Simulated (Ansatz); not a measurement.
Input and output of a relaxation of cell and atoms for LuBi2ClO4 (P4/mmm, 8 atoms in the cell) (Ansatz, a first-principles code).

Level of theory: LDA (PW92), default PAW files made with PBE (plane waves; Ansatz).

```
LuBi2ClO4
1.0
    3.85715     0.00000     0.00000
    0.00000     3.85715     0.00000
    0.00000     0.00000     9.01524
Lu Bi Cl O
1 2 1 4
Cartesian
  0.00000   0.00000   0.00000
  1.92857   1.92857   2.48559
  1.92857   1.92857   6.52965
  0.00000   0.00000   4.50762
  1.92857   0.00000   7.67711
  1.92857   0.00000   1.33813
  0.00000   1.92857   7.67711
  0.00000   1.92857   1.33813
```

Reference input (self-consistent single point, DFT, LDA (PW92), plane waves, default PAW files made with PBE): kpoints.mp_grid.grid = 7 7 3; hamiltonian.xc = lda; hamiltonian.pseudopotentials = {kind: paw} (the program's default PAW files); scf.occupations.method = fixed. This run's input differs from it in these lines:

```diff
@@ -22,2 +22,4 @@
   occupations: { method: fixed }
+relax:
+  cell: {}
 output:
```

Output (repeated stretches shortened):

```
   [... SCF lines of the steps left out ...]
relax step   1: F+E_penalty+E_count = -41936.15400320 eV  Δ(F+E_penalty+E_count) = +0.000e0 eV  max|allowed force component| = 6.726e-1 eV/Å  Δτ_max = 0.0000 Å  P = -7.208 GPa  Ω = 134.125 Å³  (8 SCF iters, dr2 threshold 1.00e-7 eV, accepted)
relax step   2: F+E_penalty+E_count = -41936.36344391 eV  Δ(F+E_penalty+E_count) = -2.094e-1 eV  max|allowed force component| = 3.178e-1 eV/Å  Δτ_max = 0.0543 Å  P = +3.459 GPa  Ω = 121.661 Å³  energy of the carried Pulay correction = +4.316e-2 eV  [...]
   [... lines left out ...]
relax step   7: F+E_penalty+E_count = -41936.36709718 eV  Δ(F+E_penalty+E_count) = -2.160e-3 eV  max|allowed force component| = 2.051e-3 eV/Å  Δτ_max = 0.0061 Å  P = +0.003 GPa  Ω = 123.973 Å³  energy of the carried Pulay correction = +1.715e-3 eV  [...]
relax step   8: F+E_penalty+E_count = -41936.36521242 eV  Δ(F+E_penalty+E_count) = +1.885e-3 eV  max|allowed force component| = 1.974e-3 eV/Å  Δτ_max = 0.0000 Å  P = -0.009 GPa  Ω = 123.973 Å³  stress off target by 1.11e-2 GPa  SCF on the basis [...]
basis re-selected at this cell: Δ(F+E_penalty+E_count) = +1.885e-3 eV, ΔP = -0.012 GPa vs the last step
the relaxation is at rest under the 16 symmetry operations that the run kept from its start: a minimum is not shown …
Free energy (F): -41936.365212 eV
Internal energy: -41936.365212 eV  (E = F + TS)
E sigma→0 (E₀):  -41936.365212 eV
Fermi energy:    10.325000 eV
--- Forces (eV/Å), atoms counted from 1 ---
  atom   1  Lu     0.00000000     0.00000000     0.00000000
  atom   2  Bi     0.00000000     0.00000000    -0.00197367
   [... lines left out ...]
  cell:  # Å, volume = 123.9732 Å³
   [... lines left out ...]
    - { symbol: O, position: [0.49999999999999994, 6.582756174315674e-36, 0.8477033312200438] }
    - { symbol: O, position: [0.49999999999999994, 5.027275270903252e-35, 0.15229666877995598] }
    - { symbol: O, position: [1.1896990853262158e-33, 0.49999999999999994, 0.8477033312200438] }
    - { symbol: O, position: [1.1709748010970514e-33, 0.49999999999999994, 0.15229666877995598] }
```

The run converged. 

Summary of the result:
| Item | Result |
|---|---|
| Free energy E − TS (on the zero of these files) | -41936.3652 eV |
| Top of the valence band (on the code's own zero) | 10.33 eV |
| Gap on the k-point mesh | 1.29 eV |
| Pressure | -0.01 GPa |
| Largest force (vector length) | 0.002 eV/Å |
| Final cell | a = 3.780 Å, b = 3.780 Å, c = 8.675 Å, α = 90.00°, β = 90.00°, γ = 90.00° |
| Final volume per atom | 15.50 Å³ |
| Relaxation steps | 8 |

The starting cell comes from a database of computed structures (which also holds hypothetical and non-ambient phases and stackings), without a prior relaxation at this level. Spin-orbit coupling is off. The relaxation keeps the symmetry of its start, so its end need not be a minimum. Ansatz's pressure includes its estimate of the finite-basis (Pulay) stress. Without the estimate this run gives -0.60 GPa.

Cost on one core of a shared machine: roughly 80 s.

Keys are those of Ansatz 0.2.
